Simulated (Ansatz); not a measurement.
Consider Mo in the bcc (W type) structure (space group Im-3m, No. 229; relaxed with 0.1 eV smearing).

```yaml
crystal:
  lattice:
    - [-1.55576, 1.55576, 1.55576]
    - [1.55576, -1.55576, 1.55576]
    - [1.55576, 1.55576, -1.55576]
  atoms:
    - { symbol: Mo, position: [0.00000, 0.00000, 0.00000] }
```

Cartesian axes are those of the cell as printed.

Method: Ansatz (a first-principles code) LDA, spin-orbit coupling left out.

Strains are applied to the cell and any free atomic positions relax; under biaxial strain the out-of-plane vector relaxes too.

One change was made to it. Results:

The shortest interatomic distance grows by 0.012 Å (2.695 Å → 2.707 Å); the pressure (mean of the normal stresses, compression positive) goes from zero to -3.7 GPa; the energy increases by 5.2 meV/atom.

**Question.** Name the change that was made.
(A) biaxial strain −1.00 %, plane normal [001], relaxed out of plane
(B) biaxial strain +1.00 %, plane normal [001], relaxed out of plane
(C) biaxial strain −0.50 %, plane normal [001], relaxed out of plane
(D) biaxial strain +1.50 %, plane normal [001], relaxed out of plane
(E) biaxial strain +0.50 %, plane normal [001], relaxed out of plane

**Answer.** B, biaxial strain +1.00 %, plane normal [001], relaxed out of plane. For comparison, the pressure in the other runs: biaxial strain +1.50 %, plane normal [001], relaxed out of plane gives -5.4 GPa; biaxial strain +0.50 %, plane normal [001], relaxed out of plane gives -1.9 GPa; biaxial strain −1.00 %, plane normal [001], relaxed out of plane gives 3.9 GPa; biaxial strain −0.50 %, plane normal [001], relaxed out of plane gives 1.9 GPa.

Whether these cells are dynamically stable was not tested. The final runs are not spin-polarised.
